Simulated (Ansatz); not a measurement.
Start from Nb in the bcc (W type) structure (space group Im-3m, No. 229; a = 3.273 Å; relaxed with 0.1 eV smearing). Axes: x, y, z lie along the cube axes.

Computed with Kohn–Sham DFT with the PBEsol functional, run in Ansatz (an electronic-structure program) with PAW and 420 eV plane waves, scalar-relativistic without spin-orbit coupling.

Base values:

```
Property                           Result
-----------------------------  ----------
Shortest interatomic distance  5.356 bohr
```

Now apply this change: tensor shear ε_yz = +0.93 % (engineering shear γ = 0.0186); the atoms relax in the strained cell.

Task: Predict the new stress.

Result: The stress (xx, yy, zz, yz, xz, xy; compression positive) amounts to (0.1, 0.0, 0.0, -0.3, 0.0, 0.0) GPa.

Task: Predict the new energy relative to the base.

Result: The energy rises by 0.3 meV/atom.

Task: What does the calculation give for the shortest interatomic distance after the change?

Result: The shortest interatomic distance decreases by 0.033 bohr, from 5.356 bohr to 5.323 bohr.

Stability against distortions was not tested. The base started in P-1 and relaxed to Im-3m at this level. The final runs are not spin-polarised.
